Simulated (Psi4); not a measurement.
Psi4 1.11, B3LYP/def2-svp: Zr(NMe)(F)(NH2) (C[N]=[Zr]([NH2])[F]), 10 atoms. The geometry is a generated start, not checked to be a minimum at this level.

| Property | Value |
|---|---|
| task | energy |
| method | b3lyp |
| basis | def2-svp |
| memory | 3 GB |
| maxiter | 100 |
| keys of the molecule block | symmetry c1 |
| scf_type | df (default) |
| e_convergence | 1e-06 (default) |
| d_convergence | 1e-06 (default) |
| dft_radial_points | 75 (default) |
| dft_spherical_points | 302 (default) |
| effective core potentials | those of the basis set, past Kr |
| basis functions | 112 |
| grid points | 216545 |

```xyz
10

Zr    -0.7850     0.9560     0.9001
N     -1.0907    -0.0062    -0.7161
C     -0.0101    -0.2449    -1.6639
H      0.3745    -1.2738    -1.5611
H     -0.3757    -0.1302    -2.6927
H      0.8369     0.4729    -1.5043
F      0.2989     2.4649     0.4578
N      0.2314    -0.3971     2.0497
H      0.1038    -0.5090     3.0632
H      0.4161    -1.3324     1.6673
```

Charge 0 and multiplicity 1 are set for this test and not shown to be the ground state.

With the defaults (diis = true, scf_initial_accelerator = adiis, damping_percentage = 0, diis_max_vecs = 10, guess = auto, which took SAD) it converges in 12 SCF iterations. One run each on 2 threads, with these changes:
- diis_max_vecs = 3
- guess = huckel
- guess = sap
- scf_initial_accelerator = ediis
- diis_max_vecs = 6
- guess = sapgau
- diis = false, scf_initial_accelerator = none, damping_percentage = 60
- scf_initial_accelerator = none
- diis_max_vecs = 20

**Question.** Which of these changes keep the SCF from converging, or lead it to another solution?

**Answer.** No convergence: diis = false, scf_initial_accelerator = none, damping_percentage = 60 (the run ends without SCF convergence in 100 iterations). The rest reach the solution of the defaults.

```
setting                                                                SCF iterations             end
---------------------------------------------------------------------  --------------  --------------
the defaults                                                                       12   same solution
diis_max_vecs = 20                                                                 12   same solution
guess = huckel                                                                     12   same solution
scf_initial_accelerator = none                                                     12   same solution
scf_initial_accelerator = ediis                                                    12   same solution
diis_max_vecs = 6                                                                  13   same solution
guess = sap                                                                        15   same solution
guess = sapgau                                                                     15   same solution
diis_max_vecs = 3                                                                  24   same solution
diis = false, scf_initial_accelerator = none, damping_percentage = 60             100  no convergence
```

1 further run of the study ended by our limits or in an error and is left out.
